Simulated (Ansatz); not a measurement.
## Ti3Al: tensor shear ε_xy = −0.72 %

Consider Ti$_{3}$Al (space group P6_3/mmc, No. 194; a = 5.6876 Å, c = 4.6084 Å). Axes: x lies along a and z along c of the hexagonal cell.

It is then changed as follows: a pure shear with ε_xy = ε_yx = -0.0072, atoms relaxed at fixed cell.

Method: PBEsol in Ansatz (plane waves to 420 eV, PAW, spin-orbit coupling left out). Γ-centred 10×10×10 mesh, Fermi–Dirac width 0.05 eV.

```tsv
quantity	base	changed	shift
volume per atom	16.14 Å³	16.14 Å³	0.00 Å³
space group	P6_3/mmc (No. 194)	P2_1/m (No. 11)	–
shortest interatomic distance	2.792 Å	2.787 Å	-0.0059 Å
energy relative to the base (free energy F)	0 meV/atom	+0.6 meV/atom	+0.6 meV/atom
pressure (mean of the normal stresses, compression positive)	0.0 GPa	0.0 GPa	0.0 GPa
band gap	zero	zero	–
stress (xx, yy, zz, yz, xz, xy; compression positive) (rough)	–	(0.0, 0.0, 0.0, 0.0, 0.0, 0.8) GPa	–
```

Final structure:

```
Ti3Al
1.0
    5.68760    -0.04095     0.00000
   -2.87927     4.94608     0.00000
    0.00000     0.00000     4.60837
Ti Al
6 2
Cartesian
  2.81595   3.23391   1.15209
 -1.41045   4.09327   3.45628
  1.42554   0.81905   1.15209
 -0.00762   1.67123   3.45628
  4.21878   0.81187   1.15209
  1.38280   4.08609   3.45628
 -0.02262   3.28387   1.15209
  2.83096   1.62126   3.45628
```

Cost of the whole job for the changed cell (relaxation, final SCF and bands): roughly 8 core-minutes.

Without a gap, meshes like the base's 10×10×10 leave anisotropic stresses uncertain by several tenths of a GPa, and small strain energies with them. The cells carry an imposed strain or load. Whether these cells are dynamically stable was not tested. The final runs are not spin-polarised.

Ansatz is an electronic-structure program.
